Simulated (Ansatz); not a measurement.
An Ansatz (an electronic-structure program) input (plane-wave PAW DFT at the PBE level (Ansatz, 420 eV), scalar-relativistic without spin-orbit coupling, earlier PAW set):

Ansatz 0.2 input:
```yaml
crystal:
  lattice:
    - [-1.5803847799, 1.5803847799, 1.5803847799]
    - [1.5803847799, -1.5803847799, 1.5803847799]
    - [1.5803847799, 1.5803847799, -1.5803847799]
  atoms:
    - { symbol: Mo, position: [0, 0, 0] }
basis: { ecutwfc: 420, ecutrho_ratio: 4, xc_grid: 2, fft_grid_basis: typed }
kpoints: { mp_grid: { grid: [21, 21, 21] } }
hamiltonian:
  xc: pbe
  dispersion: none
  pseudopotentials: { azcp: { folder: ./paw }, kind: paw }
scf: { occupations: { method: fermi_dirac, width: 0.05 }, convergence: { dr2_threshold: 0.0000000001 } }
output: { forces: true, stress: true }
checkpoint: { write: state.ck, write_every: 1000 }
```

Question: Which symmetry and how many k-points will the program report, and about how many plane waves at Γ?

Answer: Space group Im-3m (ITA 229) with 48 operations, k-points 286 of 9261, and 321 plane waves at Γ.

Stability against distortions was not tested. The final runs are not spin-polarised. The cell is Mo in the bcc (W type) structure (space group Im-3m, No. 229).
